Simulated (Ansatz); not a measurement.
# Carrier doping in AlN

The reference is AlN in the zinc blende structure (space group F-43m, No. 216).

```xyz
2
Lattice="0.0000 2.2016 2.2016 2.2016 0.0000 2.2016 2.2016 2.2016 0.0000" Properties=species:S:1:pos:R:3 pbc="T T T"
N      3.3024     3.3024     3.3024
Al     0.0000     0.0000     0.0000
```

Carriers are added at fixed cell with a uniform background; the Fermi–Dirac width is that of 300 K.

All numbers come from PBE, PAW, 420 eV (Ansatz, a quantum-chemistry and plane-wave program; no SOC).

Notes on the quantities. Fermi level from band edge: Fermi level relative to the doped band's edge (positive inside the band; to 0.05 eV).

```tsv
electron density (10^21 cm⁻³)	Fermi level from band edge (eV)
0.7	0.35
2	?
5	1.10
20	2.20
```

Q: Fit E_F = C n^s, fitted as a line in log–log form (a parabolic band gives s = 2/3) to the rows shown and predict the withheld row.

A: Least squares on the printed values gives C = 0.43 eV, s = 0.55 (largest residual 0.06 eV); this predicts 0.64 eV, and the run gives 0.65 eV, in agreement.

Carriers are added with a uniform compensating background; total energy and stress of such cells depend on the potential's zero and are not compared; many-body gap narrowing is missing at this level. No phonon test of stability was made. This is not the structure that AlN has at room temperature and ambient pressure.
